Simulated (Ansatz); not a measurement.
Input:

```
MoS2
1.0
    1.59535     0.92108     5.77595
   -1.59535     0.92108     5.77595
    0.00000    -1.84215     5.77595
Mo S
1 2
Direct
  0.00004   0.00004   0.00004
  0.75536   0.75536   0.75536
  0.57790   0.57790   0.57790
```

No spin polarisation.

Computed with r2SCAN+rVV10, PAW, 500 eV (Ansatz, an electronic-structure program; no spin-orbit coupling). k-mesh 12×12×12 (Γ-centred); smearing 0.05 eV (Fermi–Dirac).

Predict the smallest direct gap.

1.70 eV.

Estimate the gap character.

Indirect, T → k = (0.167, -1/2, -0.167) in the run's primitive reciprocal basis.

Load acts through the strain it causes; cell and atoms are relaxed under it. Beyond what the load breaks, stability against distortions was not tested. The cell was made from MoS₂ in the 3R-MoS2 type structure (space group R3m, No. 160; layered, stacked along the Cartesian z axis) by this change: uniaxial stress, 5 GPa compression along z.
